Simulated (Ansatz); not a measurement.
**HfB2: response to strain**

The reference is HfB2 (space group P6/mmm, No. 191; a = 3.1278 Å, c = 3.4461 Å; relaxed with 0.1 eV smearing). Axes: x lies along a and z along c of the hexagonal cell.

Strains are applied to the cell and any free atomic positions relax.

Level of theory: plane-wave PAW DFT at the PBEsol level (Ansatz, an electronic-structure program, 420 eV), no spin-orbit coupling.

Notes on the quantities. energy relative to the base: free energy F.

| uniaxial strain ε_xx (%) | energy relative to the base (meV/atom) |
|---|---|
| 0 | 0.0 |
| 0.5 | ? |
| 1 | 1.9 |
| 1.5 | 4.1 |
| 2 | 7.3 |
| 2.5 | 11.2 |
| 3 | 16.0 |

Problem. Fit ΔE = Aε² + Bε³ (ε in %) to the rows shown and predict the withheld row.

Solution. Least squares on the printed values gives A = 1.90 and B = -0.041 meV/atom (largest residual 0.0 meV/atom); this predicts 0.5 meV/atom, and the run gives 0.5 meV/atom, in agreement.

Whether these cells are dynamically stable was not tested. The final runs are not spin-polarised.
